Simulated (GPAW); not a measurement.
GPAW 25.7.0, DFT, PBE, plane waves, PAW datasets of gpaw-data 1.0.1: HgTe (from the phase in space group 216, mp-2730), 2 atoms. Basis and mesh were picked for this test and aren't claimed converged.

cell: 4.65, 4.65, 4.65 Å; 60, 60, 60°
task: scf
mode.name: pw
mode.ecut: 350 eV
xc: PBE
k mesh: 6×6×6
kpts.gamma: true
occupations.name: fermi-dirac
occupations.width: 0.02 eV
convergence.density (electrons an electron): 1e-05
maxiter: 150
parallel.kpt: 2
parallel.band: 1
parallel.domain: 1
parallel.sl_auto: false
parallel.augment_grids: true
eigensolver.name: dav (default)
eigensolver.niter: 2 (default)
mixer.method: separate (default)
convergence.eigenstates (eV² an electron): 4e-08 (default)
convergence.energy (eV an electron): 0.0005 (default)
k-points after symmetry: 16
bands: 16
electrons: 24
plane waves: 1067
coarse grid: 21*21*21
symmetry operations: 24

Settings of this run: mixer.beta = 0.1, mixer.nmaxold = 1, mixer.weight = 50, mixer.backend = pulay; 2 ranks.

```
iteration  energy (eV)  log10 change of eigenstates  log10 change of density
---------  -----------  ---------------------------  -----------------------
2            -4.327621                        -1.40                    -1.43
3            -4.282668                        -2.28                    -1.50
4            -4.261030                        -2.80                    -1.55
5            -4.251710                        -3.20                    -1.61
6            -4.248571                        -3.54                    -1.66
7            -4.248420                        -3.79                    -1.70
8            -4.249627                        -3.96                    -1.75
9            -4.251368                        -4.08                    -1.79
10           -4.253237                        -4.25                    -1.83
11           -4.255039                        -4.45                    -1.88
12           -4.256689                        -4.59                    -1.92
13           -4.258159                        -4.69                    -1.96
14           -4.259445                        -4.77                    -2.01
15           -4.260560                        -4.84                    -2.05
…                    …                            …                        …
45           -4.267035                        -7.01                    -3.32
46           -4.267042                        -7.09                    -3.36
47           -4.267048                        -7.16                    -3.40
48           -4.267053                        -7.23                    -3.44
49           -4.267057                        -7.31                    -3.48
50           -4.267061                        -7.38                    -3.52
51           -4.267064                        -7.45                    -3.56
52           -4.267066                        -7.53                    -3.61
…                    …                            …                        …
80           -4.267080                        -9.59                    -4.73
81           -4.267080                        -9.66                    -4.77
82           -4.267080                        -9.74                    -4.81
83           -4.267080                        -9.81                    -4.85
84           -4.267080                        -9.89                    -4.89
85           -4.267080                        -9.96                    -4.93
86           -4.267080                       -10.03                    -4.97
87           -4.267080                       -10.11                    -5.01
```

It converged after 87 SCF iterations.

Problem. Which change of one setting makes this cycle converge in far fewer steps?

Solution. One answer among several that fit: mixer.nmaxold = 10 (17 SCF iterations), all else kept. The change moves the result by: energy under 0.001 meV/atom. Counts are of single runs.
